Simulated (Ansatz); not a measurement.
The starting structures come from a database of crystals and need not be the phases stable at ambient conditions.

The decay constant κ of evanescent states in the gap governs leakage through a thin film.

Data:

```
CELL_PARAMETERS angstrom
      6.82167     0.01347    -0.00817
     -0.08176     7.69173     0.03922
      0.08176    -3.52076     6.83875
ATOMIC_POSITIONS crystal
  Ti 0.25000 0.34019 0.34019
  Ti 0.75000 0.65981 0.65981
  I  0.07748 0.49663 0.73191
  I  0.92252 0.50337 0.26809
  I  0.42252 0.73191 0.49663
  I  0.57748 0.26809 0.50337
  I  0.40232 0.25745 0.00278
  I  0.59768 0.74255 0.99722
  I  0.09768 0.00278 0.25745
  I  0.90232 0.99722 0.74255
```

Space group of this cell: C2/c. The cell was relaxed by PBE-D3(BJ); by r2SCAN its mean pressure is 1.2 GPa.

Transport runs along the normal of the first two printed cell vectors.

The gap is the functional's own. No spin-orbit coupling. Mid-gap values are interpolated on the energy grid.

**Question.** Give the band gap and the smallest decay constant κ at mid-gap that r2SCAN (Ansatz, a first-principles code) yields.

**Answer.** Gap 1.04 eV on a 6×6×6 mesh; κ = 0.220 1/Å, at the zone centre.
